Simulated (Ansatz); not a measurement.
Ansatz (a program for electronic structure) run on Re₃B (Pm-3n, 8 atoms in the cell): self-consistent single point.

Computed with PBE (plane waves, PAW; Ansatz).

```xyz
8
Lattice="4.9008 0.0000 0.0000 0.0000 4.9008 0.0000 0.0000 0.0000 4.9008" Properties=species:S:1:pos:R:3 pbc="T T T"
Re     1.2252     0.0000     2.4504
Re     3.6756     0.0000     2.4504
Re     0.0000     2.4504     1.2252
Re     0.0000     2.4504     3.6756
Re     2.4504     1.2252     0.0000
Re     2.4504     3.6756     0.0000
B      0.0000     0.0000     0.0000
B      2.4504     2.4504     2.4504
```

Reference input (self-consistent single point, DFT, PBE, plane waves, default PAW files): kpoints.mp_grid.grid = 7 7 7; hamiltonian.xc = pbe; hamiltonian.pseudopotentials = {kind: paw} (the program's default PAW files); scf.occupations.method = cold; scf.occupations.width = 0.2 eV. This run's input differs from it in these lines:

Ansatz 0.2 input:
```diff
@@ -14,2 +14,4 @@
     - { symbol: B, position: [0.500000, 0.500000, 0.500000] }
+basis:
+  ecutwfc: 840.0
 kpoints:
```

Log, with long lists cut:

```
SCF iter   1: F=—  HF=-65514.195911 eV  |F-HF|=—  |Δ(HF+E_count)|=         —  Δρ=1.00e-2  dr2=6.89e-2  ethr=1.77e-3  ⟨swp⟩=4.4  Hψ=3608  notcnv=0
all-band conjugate gradients solve this SCF's bands
preconditioner: auto → Kerker (q_TF=auto, 2.637 Å⁻¹)
SCF iter   2: F=—  HF=-65514.184886 eV  |F-HF|=—  |Δ(HF+E_count)|=   1.10e-2  S|Δr|=    0.00e0  Δρ=5.80e-3  dr2=2.37e-2  ethr=7.17e-5  ⟨swp⟩=1.1  Hψ=1342  notcnv=0
SCF iter   3: F=—  HF=-65514.178863 eV  |F-HF|=—  |Δ(HF+E_count)|=   6.02e-3  S|Δr|=    0.00e0  Δρ=5.36e-4  dr2=1.44e-4  ethr=2.47e-5  ⟨swp⟩=2.0  Hψ=1585  notcnv=0
SCF iter   4: F=—  HF=-65514.178856 eV  |F-HF|=—  |Δ(HF+E_count)|=   7.17e-6  S|Δr|=    0.00e0  Δρ=1.06e-4  dr2=8.96e-6  ethr=1.50e-7  ⟨swp⟩=2.0  Hψ=2017  notcnv=0
SCF iter   5: F=—  HF=-65514.179034 eV  |F-HF|=—  |Δ(HF+E_count)|=   1.78e-4  S|Δr|=    0.00e0  Δρ=1.60e-5  dr2=1.58e-7  ethr=9.33e-9  ⟨swp⟩=2.5  Hψ=1954  notcnv=0
SCF iter   6: F=-65514.179034 eV  HF=-65514.179034 eV  |F-HF|=5.82e-10  |Δ(HF+E_count)|=   1.41e-8  S|Δr|=    0.00e0  Δρ=2.34e-6  dr2=3.82e-9  ethr=1.04e-10  ⟨swp⟩=7.8  Hψ=4231  notcnv=0
SCF 1 converged in 6 iterations: F = -65514.179034 eV  dr2 = 3.82e-9
Stability not checked (fill_not_monotonic)
Free energy (F): -65514.179034 eV
Internal energy: -65514.160273 eV  (E = F + TS)
E sigma→0 (E₀):  -65514.172780 eV
Entropy (-TS):   -0.018761 eV (-2.345 meV/atom)
Fermi energy:    19.868727 eV
--- Forces (eV/Å), atoms counted from 1 ---
  atom   1  Re     0.00000000     0.00000000     0.00000000
   [... zero for the other atoms too ...]
--- Stress (GPa, compression-positive) ---
      -26.829529       0.000000       0.000000
        0.000000     -26.829529      -0.000000
        0.000000       0.000000     -26.829529
  P = ⅓ Tr σ = -26.8295 GPa (-268.295 kbar)
  The stress holds the Pulay correction. Without it, at fixed plane waves, as pw.x and ABINIT print it: P = -26.8324 GPa
```

The run converged in 6 iterations. Against the reference run the free energy goes down by 3.0 meV/atom and the pressure moves little (-26.80 to -26.83 GPa).

The starting cell was generated: these elements placed on a structure prototype, without a prior relaxation; it need not be a known phase or ordering of this composition. Its lattice was rescaled by a random factor within 2.5 % of one. Spin polarisation is off. Ansatz's pressure includes its estimate of the finite-basis (Pulay) stress.
